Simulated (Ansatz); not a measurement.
A self-consistent single point of SnO (P4mm, 4 atoms in the cell) with Ansatz (a first-principles code).

Computed with PBEsol, default PAW files made with PBE (plane waves; Ansatz).

```yaml
crystal:
  lattice:
    - [3.78100, 0.00000, 0.00000]
    - [0.00000, 3.78100, 0.00000]
    - [0.00000, 0.00000, 4.81580]
  atoms:
    - { symbol: Sn, position: [0.50000, 0.00000, 0.77238] }
    - { symbol: Sn, position: [0.00000, 0.50000, 0.23800] }
    - { symbol: O, position: [0.50000, 0.50000, 0.00000] }
    - { symbol: O, position: [0.00000, 0.00000, 0.00000] }
```

Reference input (self-consistent single point, DFT, PBEsol, plane waves, default PAW files made with PBE): basis.ecutwfc = 420 eV; kpoints.mp_grid.grid = 7 7 5; hamiltonian.xc = pbesol; hamiltonian.pseudopotentials = {kind: paw} (the program's default PAW files); scf.occupations.method = fermi_dirac; scf.occupations.width = 0.02 eV. This run's input differs from it in these lines:

Ansatz 0.2 input:
```diff
@@ -13,3 +13,3 @@
 kpoints:
-  mp_grid: { grid: [7, 7, 5] }
+  mp_grid: { grid: [9, 9, 7] }
 hamiltonian:
```

Log, with long lists cut:

```
SCF iter   1: F=—  HF=-13021.402657 eV  |F-HF|=—  |Δ(HF+E_count)|=         —  Δρ=1.32e-2  dr2=9.63e-2  ethr=1.77e-3  ⟨swp⟩=6.2  Hψ=6609  notcnv=0
all-band conjugate gradients solve this SCF's bands
preconditioner: auto → Resta (q_TF=auto, 2.492 Å⁻¹)
SCF iter   2: F=—  HF=-13021.381353 eV  |F-HF|=—  |Δ(HF+E_count)|=   2.13e-2  Δρ=3.98e-3  dr2=1.04e-2  ethr=2.41e-4  ⟨swp⟩=2.1  Hψ=2684  notcnv=0
   [... lines left out ...]
SCF iter   4: F=—  HF=-13021.379098 eV  |F-HF|=—  |Δ(HF+E_count)|=   6.20e-5  Δρ=2.49e-4  dr2=4.73e-5  ethr=2.10e-6  ⟨swp⟩=2.2  Hψ=2793  notcnv=0
SCF iter   5: F=—  HF=-13021.379113 eV  |F-HF|=—  |Δ(HF+E_count)|=   1.52e-5  Δρ=5.24e-5  dr2=2.81e-6  ethr=1.18e-7  ⟨swp⟩=2.3  Hψ=2067  notcnv=0
SCF iter   6: F=—  HF=-13021.379115 eV  |F-HF|=—  |Δ(HF+E_count)|=   1.70e-6  Δρ=1.37e-5  dr2=1.25e-7  ethr=7.03e-9  ⟨swp⟩=2.0  Hψ=1870  notcnv=0
SCF iter   7: F=-13021.379115 eV  HF=-13021.379115 eV  |F-HF|=5.03e-9  |Δ(HF+E_count)|=   1.26e-7  Δρ=3.81e-6  dr2=9.21e-9  ethr=2.50e-10  ⟨swp⟩=5.8  Hψ=5806  notcnv=0
SCF 1 converged in 7 iterations: F = -13021.379115 eV  dr2 = 9.21e-9
Free energy (F): -13021.379115 eV
Internal energy: -13021.379103 eV  (E = F + TS)
E sigma→0 (E₀):  -13021.379109 eV
Entropy (-TS):   -0.000012 eV (-0.003 meV/atom)
Fermi energy:    10.286901 eV
--- Forces (eV/Å), atoms counted from 1 ---
  atom   1  Sn     0.00000000     0.00000000    -0.99567068
  atom   2  Sn    -0.00000000     0.00000000     0.61173872
  atom   3  O     -0.00000000     0.00000000     0.19196005
  atom   4  O      0.00000000     0.00000000     0.19196005
--- Stress (GPa, compression-positive) ---
        3.496648       0.000000       0.000000
        0.000000       3.496648       0.000000
        0.000000       0.000000       3.197855
  P = ⅓ Tr σ = 3.3970 GPa (33.970 kbar)
  The stress holds the Pulay correction. Without it, at fixed plane waves, as pw.x and ABINIT print it: P = 2.8801 GPa
```

The run converged in 7 iterations. Against the reference run the free energy stays essentially unchanged (within 1 meV/atom), the pressure moves little (3.39 to 3.40 GPa), the largest force stays at 0.996 eV/Å and the gap on the mesh goes from 0.352 to 0.246 eV.

The starting cell has typed, rounded lattice constants, without a prior relaxation at this level. Its lattice was rescaled by up to half a per cent. One atom was moved a little off its site on purpose. With a pressure of about 3 GPa the cell is away from its equilibrium volume at this level. Ansatz's pressure includes its estimate of the finite-basis (Pulay) stress. Without the estimate this run gives 2.88 GPa. Another mesh or the band path of this cell gives a smaller gap, so this value is not converged in the mesh.
